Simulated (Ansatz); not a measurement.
Functionals compared on the (331) surface of bcc Mo in its 1x1 cell, outermost plane spacing 0.36 Å in the ideal cut, in Ansatz (plane waves, PAW). The structure was relaxed with PBE; the other rows are single points on it, each with its references at the same level. Cutoff 420 eV (500 eV for r2SCAN).

Model: 29-atom slab, 10.2 Å thick at the start (thin: gaps and levels are the slab's own), 9x4x1 mesh, Fermi-Dirac 0.1 eV, dipole correction, all atoms relaxed; held to the part of the start's symmetry that mesh and held atoms allow; no spin, no spin-orbit, no U. These notes are the PBE run's.

```
functional  surface energy (J/m²)  work function of the top face (eV)  rough cost of the single point
----------  ---------------------  ----------------------------------  ------------------------------
PBE                          3.01                                4.19                               –
LDA                          3.42                                4.49     very roughly 8 core-minutes
PBEsol                          ?                                   ?   around 9 core-minutes (rough)
RPBE                         2.82                                4.04   around 9 core-minutes (rough)
r2SCAN                       3.23                                4.20    very roughly 17 core-minutes
```

Some entries are withheld; supply them.


- PBEsol, surface energy (J/m²): 3.33
- PBEsol, work function of the top face (eV): 4.29

Ansatz is a program for electronic structure.
